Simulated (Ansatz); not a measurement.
## Li: strain along the normal

Li (bcc, Im-3m, 20.252 Å³/atom at rest) under an equal strain ε in the (001) plane with the normal axis free, as in a coherent film. PBEsol in Ansatz, a plane-wave DFT program (PAW, default set), 420 eV, 27×27×27 Γ-centred mesh, Fermi-Dirac smearing 0.10 eV; ions are relaxed within the symmetry of each cell.

Here s stands for strain and y for normal strain.

| strain (%) | normal strain (%) |
|---|---|
| -1.50 | 2.94 |
| -1.00 | 1.90 |
| -0.50 | 0.97 |
| 0.00 | 0.00 |
| 0.50 | -0.87 |
| 1.00 | -1.70 |
| 1.50 | -2.49 |
| 3.00 | ? |

Taking a straight line for y over the 7 complete rows: Means: s 0, y 0.107. About the means, the sum of products is -12.665 and the sum of squares of s is 7.0000; the slope is their ratio. Least squares gives y = 0.107 - 1.8093·s. Residuals (row less fit): 0.119, -0.016, -0.042, -0.107, -0.072, 0.002, 0.117; standard error 0.096 (degrees of freedom: 5). The slope, -1.81 ± 0.04, is the elastic response of the normal axis, −2C12/C11 for this plane.

**Question.** Predict the withheld y at s = 3.00 from the fit, and compare with the calculation.

**Answer.** y = 0.107 - 1.8093 × 3.0 = -5.321%. The calculation gives -4.53%, 0.791% above the prediction (10.6 % of the range of y in the table). The row lies outside the fitted rows, so this is an extrapolation. From the scatter of the fitted rows alone, a prediction at this place has a standard error of 0.150%, so the miss is 5.3 times that.

One order more, fitted to all 13 runs of the series, follows each within 0.03, so the miss is the next term of a smooth law. In a metal these values are sensitive to mesh and smearing; energies are taken to zero smearing, stresses follow the free energy. Rows are the converged runs of the series near zero and its far end; series whose fitted rows scatter by over a few per cent of the range, as at a crossing or softening among them, aren't shown in this form. Most that stay on the fit to the last digits aren't either.
